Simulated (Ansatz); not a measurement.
# AlN: response to strain

Base system: AlN in the wurtzite structure (space group P6_3mc, No. 186; a = 3.089 Å, c = 4.943 Å). Axes: x lies along a and z along c of the hexagonal cell.

Strains are applied to the cell and any free atomic positions relax.

Computed with LDA (Ansatz, an electronic-structure program, PAW, scalar-relativistic without spin-orbit coupling).

Notes on the quantities. energy relative to the base: free energy F.

```json
[
 {"variant": "base", "energy relative to the base": "0 meV/atom", "volume per atom": "10.21 Å³", "electron mass": "0.32 mₑ (at Γ)", "band gap": "4.42 eV"},
 {"variant": "uniaxial strain ε_zz = +0.60 %", "energy relative to the base": "+0.5 meV/atom", "volume per atom": "10.27 Å³", "electron mass": "0.30 mₑ along z, 0.32 mₑ across (at Γ)", "band gap": "4.40 eV"},
 {"variant": "uniaxial strain ε_zz = +1.20 %", "energy relative to the base": "+1.7 meV/atom", "volume per atom": "10.33 Å³", "electron mass": "0.30 mₑ along z, 0.32 mₑ across (at Γ)", "band gap": "4.37 eV"},
 {"variant": "uniaxial strain ε_zz = +1.80 %", "energy relative to the base": "+3.8 meV/atom", "volume per atom": "10.39 Å³", "electron mass": "0.29 mₑ along z, 0.32 mₑ across (at Γ)", "band gap": "4.35 eV"},
 {"variant": "uniaxial strain ε_zz = +2.40 %", "energy relative to the base": "+6.8 meV/atom", "volume per atom": "10.46 Å³", "electron mass": "0.28 mₑ along z, 0.32 mₑ across (at Γ)", "band gap": "4.32 eV"},
 {"variant": "uniaxial strain ε_zz = +3.00 %", "energy relative to the base": "+11 meV/atom", "volume per atom": "10.52 Å³", "electron mass": "0.28 mₑ along z, 0.32 mₑ across (at Γ)", "band gap": "4.26 eV"}
]
```

Masses are band curvatures over ±0.01 Å⁻¹ around the edge. Whether these cells are dynamically stable was not tested.
